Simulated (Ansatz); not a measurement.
polar orthorhombic HfO2 (0 1 0) on alpha cristobalite (0 0 1) (film strained to the substrate, started from cuts of the bulks and a machine-learned relaxation; slabs Si8O14 and Hf12O24, which can lie off the formulas)

A periodic stack without vacuum, polar orthorhombic HfO2 (0 1 0) on alpha cristobalite (0 0 1) (film strained to the substrate, started from cuts of the bulks and a machine-learned relaxation; slabs Si8O14 and Hf12O24, which can lie off the formulas): substrate slab Si8O14, film Hf12O24, surface cells [[0, 1], [-1, 0]] and [[0, -1], [1, 0]], film strained by -4.0 and -0.4 %, outermost planes Si/Si and O/O as cut, which need not be the usual terminations and can put a slab off its formula.

The start was prepared with a machine-learned potential, and the result is one local minimum, with the in-plane cell held and forces under 0.04 eV/Å; the film can end far from its bulk form.

The numbers are results of PBE (plane waves to 420 eV, PAW; Ansatz, a quantum-chemistry and plane-wave program), not measurements. Scalar-relativistic, without spin–orbit coupling; the runs are not spin-polarised; PBE gaps are too small against experiment. Its k-point mesh 5×5×1, Fermi–Dirac width 0.05 eV.

- interface area: 25.8 Å²
- period: 31.20 Å
- heights between the nearest atoms of the two slabs at the two interfaces: 0.98 and 1.94 Å
- Hf–Si contacts across the interfaces within 1.22 times the sum of covalent radii: 3, mean 2.96 Å
- O–Si contacts across the interfaces within 1.22 times the sum of covalent radii: 1, mean 1.74 Å

```
CELL_PARAMETERS angstrom
      5.08325     0.00021     0.01701
     -0.00049     5.08253     0.07286
     -2.01934     2.14590    31.22906
ATOMIC_POSITIONS crystal
  Si 0.32691 0.18691 0.14745
  Si 0.76684 0.73203 0.02650
  Si 0.80169 0.20406 0.08818
  Si 0.36523 0.65799 0.20666
  O  0.26820 0.42517 0.17670
  O  0.55079 0.27873 0.11431
  O  0.86245 0.46315 0.05572
  O  0.05692 0.12232 0.11976
  O  0.42919 0.92294 0.17613
  O  0.73040 0.95154 0.06073
  Si 0.44012 0.01717 0.38392
  Si 0.88565 0.63202 0.26581
  Si 0.91142 0.09651 0.32499
  Si 0.51363 0.47768 0.44282
  O  0.38026 0.21468 0.42078
  O  0.68321 0.14440 0.35743
  O  0.96977 0.37132 0.29671
  O  0.18215 0.99612 0.35086
  O  0.13085 0.72317 0.23691
  O  0.51185 0.71960 0.40382
  O  0.63226 0.56182 0.23434
  O  0.80883 0.87564 0.29290
  Hf 0.43490 0.20026 0.59217
  Hf 0.95161 0.63710 0.60563
  Hf 0.96874 0.31605 0.50545
  Hf 0.50108 0.77005 0.51981
  O  0.25573 0.06222 0.53298
  O  0.67500 0.89628 0.57709
  O  0.72145 0.43693 0.54900
  O  0.21545 0.52192 0.56093
  O  0.75035 0.30405 0.63505
  O  0.25012 0.40867 0.64513
  O  0.25774 0.55418 0.47430
  O  0.77014 0.99312 0.49151
  Hf 0.57743 0.95395 0.77122
  Hf 0.06979 0.50893 0.77310
  Hf 0.03929 0.07004 0.68143
  Hf 0.55839 0.49630 0.68761
  O  0.41342 0.62107 0.73995
  O  0.92771 0.86018 0.74051
  O  0.90669 0.35632 0.71808
  O  0.41650 0.11675 0.71276
  O  0.83516 0.20063 0.80451
  O  0.33740 0.22281 0.80326
  O  0.20714 0.93310 0.62482
  O  0.78813 0.78070 0.66038
  Hf 0.65378 0.92382 0.93687
  Hf 0.15337 0.38251 0.93305
  Hf 0.10625 0.95883 0.85002
  Hf 0.60035 0.41891 0.84983
  O  0.50507 0.55478 0.90761
  O  0.00713 0.77500 0.90887
  O  0.99370 0.29588 0.87715
  O  0.48765 0.06151 0.87868
  O  0.86273 0.21028 0.96251
  O  0.36242 0.07734 0.96421
  O  0.34570 0.71671 0.81670
  O  0.84348 0.69678 0.81758
```
